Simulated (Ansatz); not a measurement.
# CdI2: pressure series

Start from CdI2 in the CdI2 type structure (space group P-3m1, No. 164; layered, stacked along the Cartesian z axis).

```
CdI2
1.0
    4.15270     0.00000     0.00000
   -2.07635     3.59635     0.00000
    0.00000     0.00000     6.55084
Cd I
1 2
Cartesian
  0.00000   0.00000   0.00000
  2.07635   1.19878   1.71104
  0.00000   2.39756   4.83980
```

Cell and atoms are relaxed at each pressure.

All numbers come from PBEsol-D3(BJ)/PAW in Ansatz (an electronic-structure program), spin-orbit coupling left out.

Candidates:
(a) pressure 1.5 GPa
(b) pressure −1 GPa
(c) pressure 10 GPa

Base values:

- Band gap: 2.17 eV

**Question.** Order them by band gap, highest first.

**Answer.** (b) pressure −1 GPa (2.25 eV), (a) pressure 1.5 GPa (2.06 eV), (c) pressure 10 GPa (1.41 eV)

Spin-orbit coupling, missing from the scalar runs, can matter with I. Load acts through the strain it causes; cell and atoms are relaxed under it. Stability against distortions was not tested. Competing high-pressure phases were not computed.
